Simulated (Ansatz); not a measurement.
Ansatz (an electronic-structure program) run on MoTe2 (P6_3/mmc, 6 atoms in the cell): self-consistent single point.

Method of the run: PBE (plane waves, PAW; Ansatz).

The change in words: lattice scaled by 0.98. Reference geometry:
```xyz
6
Lattice="1.7582 -3.0454 0.0000 1.7582 3.0454 0.0000 0.0000 0.0000 13.9460" Properties=species:S:1:pos:R:3 pbc="T T T"
Te     1.7582     1.0151    12.2586
Te     1.7582    -1.0151     5.2855
Te     1.7582    -1.0151     1.6875
Te     1.7582     1.0151     8.6605
Mo     1.7582     1.0151     3.4865
Mo     1.7582    -1.0151    10.4595
```

Reference input (self-consistent single point, DFT, PBE, plane waves, default PAW files): kpoints.mp_grid.grid = 6 6 2; hamiltonian.xc = pbe; hamiltonian.pseudopotentials = {kind: paw} (the program's default PAW files); scf.occupations.method = fermi_dirac; scf.occupations.width = 0.05 eV. This run's input differs from it in these lines:

```diff
@@ -3,5 +3,5 @@
   lattice:
-    - [1.758240, -3.045361, 0.000000]
-    - [1.758240, 3.045361, 0.000000]
-    - [0.000000, 0.000000, 13.946040]
+    - [1.723075, -2.984454, 0.000000]
+    - [1.723075, 2.984454, 0.000000]
+    - [0.000000, 0.000000, 13.667119]
   atoms:
```

Log, with long lists cut:

```
SCF iter   1: F=—  HF=-37832.999554 eV  |F-HF|=—  |Δ(HF+E_count)|=         —  Δρ=4.36e-3  dr2=6.96e-3  ethr=1.77e-3  ⟨swp⟩=7.7  Hψ=3090  notcnv=0
all-band conjugate gradients solve this SCF's bands
preconditioner: auto → Resta (q_TF=auto, 2.542 Å⁻¹)
SCF iter   2: F=—  HF=-37833.007355 eV  |F-HF|=—  |Δ(HF+E_count)|=   7.80e-3  Δρ=2.55e-3  dr2=2.56e-3  ethr=7.57e-6  ⟨swp⟩=2.1  Hψ=1225  notcnv=0  defer=8
   [... lines left out ...]
SCF iter   4: F=—  HF=-37833.011395 eV  |F-HF|=—  |Δ(HF+E_count)|=   1.35e-4  Δρ=1.41e-4  dr2=2.11e-5  ethr=1.81e-6  ⟨swp⟩=2.0  Hψ=806  notcnv=0  defer=8
SCF iter   5: F=—  HF=-37833.011444 eV  |F-HF|=—  |Δ(HF+E_count)|=   4.89e-5  Δρ=6.65e-5  dr2=5.35e-6  ethr=2.30e-8  ⟨swp⟩=2.1  Hψ=1039  notcnv=0  defer=8
SCF iter   6: F=—  HF=-37833.011456 eV  |F-HF|=—  |Δ(HF+E_count)|=   1.19e-5  Δρ=1.47e-5  dr2=4.15e-7  ethr=5.82e-9  ⟨swp⟩=2.0  Hψ=1006  notcnv=0  defer=8
SCF iter   7: F=-37833.011456 eV  HF=-37833.011456 eV  |F-HF|=1.08e-8  |Δ(HF+E_count)|=   4.40e-7  Δρ=4.92e-6  dr2=4.58e-8  ethr=1.09e-10  ⟨swp⟩=10.2  Hψ=3101  notcnv=0
SCF 1 converged in 7 iterations: F = -37833.011456 eV  dr2 = 4.58e-8
Free energy (F): -37833.011456 eV
Internal energy: -37833.011431 eV  (E = F + TS)
E sigma→0 (E₀):  -37833.011444 eV
Entropy (-TS):   -0.000025 eV (-0.004 meV/atom)
Fermi energy:    14.027387 eV
--- Forces (eV/Å), atoms counted from 1 ---
  atom   1  Te    -0.00000000     0.00000000     1.16836935
  atom   2  Te    -0.00000000    -0.00000000     1.16836935
  atom   3  Te     0.00000000    -0.00000000    -1.16836935
  atom   4  Te     0.00000000     0.00000000    -1.16836935
  atom   5  Mo    -0.00000000     0.00000000    -0.00000000
  atom   6  Mo     0.00000000    -0.00000000     0.00000000
--- Stress (GPa, compression-positive) ---
        9.848731       0.000000      -0.000000
        0.000000       9.848731       0.000000
       -0.000000       0.000000      12.520731
  P = ⅓ Tr σ = 10.7394 GPa (107.394 kbar)
  The stress holds the Pulay correction. Without it, at fixed plane waves, as pw.x and ABINIT print it: P = 10.7042 GPa
```

The run converged in 7 iterations. Against the reference run the free energy goes up by 62.2 meV/atom, the pressure goes from 3.27 to 10.74 GPa, the largest force goes from 0.235 to 1.168 eV/Å and the gap on the mesh hardly changes (0.820 to 0.815 eV).

The starting cell has typed, rounded lattice constants, without a prior relaxation at this level. Its lattice was rescaled by a random factor within 2.5 % of one. For this run, on top of that: lattice scaled by 0.98. Spin-orbit coupling is off. With a pressure of about 11 GPa the cell is away from its equilibrium volume at this level. Forces in this geometry exceed 1 eV/Å. Ansatz's pressure includes its estimate of the finite-basis (Pulay) stress.

Keys are those of Ansatz 0.2.
